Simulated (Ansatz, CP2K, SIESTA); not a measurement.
**Code comparison for Bi₂Te₃ (R-3m, 5 atoms in the cell)**

Band-structure calculation.

```
CELL_PARAMETERS angstrom
      2.25811     1.30372    10.99114
     -2.25811     1.30372    10.99114
      0.00000    -2.60744    10.99114
ATOMIC_POSITIONS crystal
  Bi 0.60317 0.60317 0.60317
  Bi 0.39683 0.39683 0.39683
  Te 0.78319 0.78319 0.78319
  Te 0.21681 0.21681 0.21681
  Te 0.00000 0.00000 0.00000
```

Shared settings, as Ansatz (a first-principles code) writes them: kpoints.mp_grid.grid = 4 4 4; scf.occupations.method = fermi_dirac; scf.occupations.width = 0.0015 Ry. Potentials and cutoffs stand in the table.

```tsv
code	model	gap along the path (eV)	smallest direct gap (eV)	cutoff
SIESTA	GGA PBE, numerical atomic orbitals TZP, PseudoDojo PBE standard norm-conserving potentials (rewritten from UPF to PSML)	0.60	0.60	grid 350 Ry
CP2K	PBE, GPW, DZVP-MOLOPT-PBE-GTH basis, GTH-PBE potentials (POTENTIAL_UZH)	0.43	0.43	grid 400 Ry
Ansatz	PBE, default PAW files	0.60	0.60	30.9 Ry
```

On Ansatz's run: spin-orbit coupling is off.

The spread over the programs that give each value: gap along the path within 0.17 eV; smallest direct gap within 0.17 eV.

SIESTA and CP2K use small atom-centred bases, whose incompleteness enters pressures, forces and empty levels differently from a plane-wave cutoff.

The starting cell comes from a database of computed structures (which also holds hypothetical and non-ambient phases and stackings), without a prior relaxation at this level. Its lattice was rescaled by a random factor within 2.5 % of one.

Left out of this page: Elk (not drawn, or without a comparable value).

Keys are those of Ansatz 0.2.
